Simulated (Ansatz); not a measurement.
Input:

```xyz
2
Lattice="0.0000 3.0405 3.0405 3.0405 0.0000 3.0405 3.0405 3.0405 0.0000" Properties=species:S:1:pos:R:3 pbc="T T T"
Ga     0.0000     0.0000     0.0000
Sb     1.5202     1.5202     1.5202
```

No spin polarisation.

Calculations: Ansatz (a first-principles code) PBEsol, spin-orbit coupling left out. Settings: 13×13×13 k-points, 0.05 eV Fermi–Dirac smearing.

Question: What band gap does the calculation give?

Answer: 0.11 eV.

Question: What is the computed pressure?

Answer: 0.8 GPa.

Question: What is the computed space group?

Answer: F-43m (No. 216).

With Sb present, leaving out spin-orbit coupling can change the band edges. The cells carry an imposed strain or load. Stability against distortions was not tested. The cell was made from GaSb in the zinc blende structure (space group F-43m, No. 216) by this change: isotropic strain −0.50 %. The zero or small gap of GaSb can change with the level of theory.
